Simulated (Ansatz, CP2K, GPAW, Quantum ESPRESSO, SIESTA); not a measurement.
ReCl6 (P1, 7 atoms in the cell) computed with different codes at matched settings

Self-consistent single point, at a second geometry (atoms moved at random). First geometry:

```yaml
crystal:
  lattice:
    - [3.04824, 1.75990, 5.55205]
    - [-3.04824, 1.75990, 5.55205]
    - [0.00000, -3.51980, 5.55205]
  atoms:
    - { symbol: Re, position: [0.00000, 0.00000, 0.00000], spin: 1.0 }
    - { symbol: Cl, position: [0.61790, 0.23109, 0.91394] }
    - { symbol: Cl, position: [0.38210, 0.76891, 0.08606] }
    - { symbol: Cl, position: [0.91394, 0.61790, 0.23109] }
    - { symbol: Cl, position: [0.08606, 0.38210, 0.76891] }
    - { symbol: Cl, position: [0.23109, 0.91394, 0.61790] }
    - { symbol: Cl, position: [0.76891, 0.08606, 0.38210] }
```
(The spins are starting values, not results.)

Second geometry:
```
CELL_PARAMETERS angstrom
      3.04824     1.75990     5.55205
     -3.04824     1.75990     5.55205
      0.00000    -3.51980     5.55205
ATOMIC_POSITIONS crystal
  Re 0.99486 0.00791 0.99749
  Cl 0.62628 0.23078 0.89794
  Cl 0.38217 0.76317 0.09247
  Cl 0.91930 0.61362 0.23198
  Cl 0.08225 0.38371 0.76947
  Cl 0.22734 0.91032 0.62931
  Cl 0.76780 0.09049 0.38133
```
Moments meant for the start (each program seeds them in its own way; μB, in the order of the atoms Re Cl Cl Cl Cl Cl Cl): 1.0 0.0 0.0 0.0 0.0 0.0 0.0.

Shared settings, as Ansatz (a first-principles code) writes them: kpoints.mp_grid.grid = 3 3 3; scf.occupations.method = gaussian; scf.occupations.width = 0.0073 Ry. Potentials and cutoffs stand in the table.

```tsv
code	model	ΔF from the first geometry (meV/atom)	pressure (GPa)	largest force (eV/Å)	size of the net moment (μB/atom)	cutoff
SIESTA	GGA PBEsol, numerical atomic orbitals DZP, PseudoDojo PBEsol standard norm-conserving potentials (rewritten from UPF to PSML)	8.8	-3.06	0.998	0.14	grid 300 Ry
GPAW	PBEsol, GPAW PAW datasets PBEsol (made by gpaw-setup)	7.3	-1.14	0.923	0.14	550 eV
Quantum ESPRESSO	PBEsol, PseudoDojo standard norm-conserving (PBESOL) pseudopotentials	7.3	-0.97	0.928	0.14	75 Ry
Ansatz	PBEsol, PAW files made with PBE	7.3	-0.93	0.931	0.14	30.9 Ry
CP2K	PBEsol, GPW, DZVP-MOLOPT-SR-GTH basis, GTH-PBE potentials (GTH_POTENTIALS)	8.0	-1.18	0.995	0.14	grid 500 Ry
```

Size of the force on each atom (eV/Å): Sizes of forces hide their directions.

```tsv
code	Re1	Cl2	Cl3	Cl4	Cl5	Cl6	Cl7
SIESTA	0.998	0.459	0.303	0.192	0.430	0.834	0.156
GPAW	0.923	0.255	0.602	0.470	0.074	0.439	0.304
Quantum ESPRESSO	0.928	0.256	0.613	0.480	0.070	0.427	0.313
Ansatz	0.931	0.254	0.606	0.474	0.074	0.437	0.306
CP2K	0.995	0.279	0.611	0.475	0.083	0.481	0.302
```

On Ansatz's run: spin-orbit coupling is off. With one magnetic atom in the cell only a parallel order is possible.

The spread over the programs that give each value: ΔF from the first geometry within 1.5 meV/atom; pressure within 2.13 GPa; largest force within 0.075 eV/Å; size of the net moment within 0.00 μB/atom.

SIESTA and CP2K use small atom-centred bases, whose incompleteness enters pressures, forces and empty levels differently from a plane-wave cutoff. Ansatz's pressure is given at a fixed set of plane waves, as the other plane-wave codes print theirs. In the pressure, SIESTA (by 2.09) lies more than 1 GPa from the median of the plane-wave programs. In the force vectors, SIESTA (by 0.402) lies more than 0.08 eV/Å from the median of the plane-wave programs.

The shared mesh is coarse (it stands for a supercell whose shortest vector is 18 Å), so the values are not converged in it.

The starting cell comes from a database of computed structures (which also holds hypothetical and non-ambient phases and stackings), without a prior relaxation at this level. For this run, on top of that: atoms moved at random.

Keys are those of Ansatz 0.2.
